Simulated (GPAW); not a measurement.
**A short convergence ladder for Ti (P-3m1, 2 atoms in the cell)**

```yaml
crystal:
  lattice:
    - [1.46762, -2.54200, 0.00000]
    - [1.46762, 2.54200, 0.00000]
    - [0.00000, 0.00000, 4.65660]
  atoms:
    - { symbol: Ti, position: [0.33333, 0.66667, 0.26074] }
    - { symbol: Ti, position: [0.66667, 0.33333, 0.75000] }
```

Base method: LDA (Perdew-Wang 92), GPAW PAW datasets LDA (gpaw-data 1.0.1) (plane waves; GPAW).

Base settings: mode = pw; ecut = 850 eV; xc = LDA; kpts = 5 5 3; mesh shift (steps) = 0 0 0; occupations.name = fermi-dirac; occupations.width = 0.1 eV; nbands = -10; symmetry.symmorphic = false; symmetry.tolerance = 0.0005.

Core times come from one kind of shared machine, to one figure; runs under 30 s give none.

**The relaxed cell against the cutoff**

On Ti (P6_3/mmc, 2 atoms in the cell): atoms on their sites.

In this ladder: convergence.density = 1e-05 e/electron; optimizer = BFGS; fmax = 0.02 eV/Å.

The mesh stays at the base's, so the ladder's end is converged at best in this setting alone.

Only quantities that move along the ladder and can be compared are tabulated.

```tsv
ecut	relaxed volume (Å³/atom)	relaxation steps	core time / last (rough)
425 eV	16.028	7	0.2
510 eV	16.132	7	0.2
595 eV	16.078	7	0.4
720 eV	16.104	7	0.3
850 eV	16.167	7	0.2
1020 eV	16.190	7	0.6
1275 eV	16.199	7	0.4
1700 eV	16.199	7	1
```

Coarsest ecut that holds the relaxed volume within 0.016 Å³/atom of the last step, with all finer ones: 1020 eV; the step before is off by 0.033 Å³/atom.

At the lowest cutoff the cell relaxes to a volume 1.1 % smaller than at the highest.

On the base run: the starting cell has typed, rounded lattice constants, without a prior relaxation at this level. Its lattice was rescaled by up to half a per cent. One atom was moved a little off its site on purpose. Spin polarisation is off. Without a gap this mesh is coarse (it stands for a supercell whose shortest vector is 14 Å).
